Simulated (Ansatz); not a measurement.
Density of states of Na2Ba (P6_3/mmc) near the Fermi level, Ansatz (a quantum-chemistry and plane-wave program) with PBEsol, rigid bands.

```
E − E_F (eV) | states/eV/cell
    -1.95 | ### 3.86
    -1.85 | ### 4.19
    -1.75 | #### 4.39
    -1.65 | #### 4.86
    -1.55 | #### 5.09
    -1.45 | ##### 5.52
    -1.35 | #### 5.10
    -1.25 | #### 5.40
    -1.15 | ##### 6.06
    -1.05 | ##### 6.16
    -0.95 | ###### 7.29
    -0.85 | ###### 7.18
    -0.75 | ####### 7.98
    -0.65 | ####### 8.18
    -0.55 | ###### 7.70
    -0.45 | ###### 7.65
    -0.35 | ####### 8.55
    -0.25 | ########### 12.9
    -0.15 | ######## 9.67
    -0.05 | ###### 6.89
     0.05 | ######### 10.5
     0.15 | ######### 11.1
     0.25 | ######## 9.28
     0.35 | ###### 6.95
     0.45 | ######### 10.7
     0.55 | ################# 20.6
     0.65 | ############ 14.5
     0.75 | ################## 22.1
     0.85 | ############################ 34.1
     0.95 | ############################## 36.4
     1.05 | ################## 21.4
     1.15 | ###### 7.55
     1.25 | ##### 6.20
     1.35 | ###### 7.63
     1.45 | ###### 7.44
     1.55 | ######### 10.8
     1.65 | ####### 7.89
     1.75 | #### 4.61
     1.85 | ####### 7.88
```

How far does the Fermi level move in a rigid band for 0.1 electron a cell added or removed?

12 meV and -13 meV.

A metal at this level (no band gap); rigid bands, thermally averaged at 300 K, both spins. Spin-orbit coupling is left out. Geometry: cell and atoms relaxed with PBEsol.

Formula and space group known from diffraction (Crystallography Open Database), not checked to be the room-temperature form: Na2Ba (P6_3/mmc).
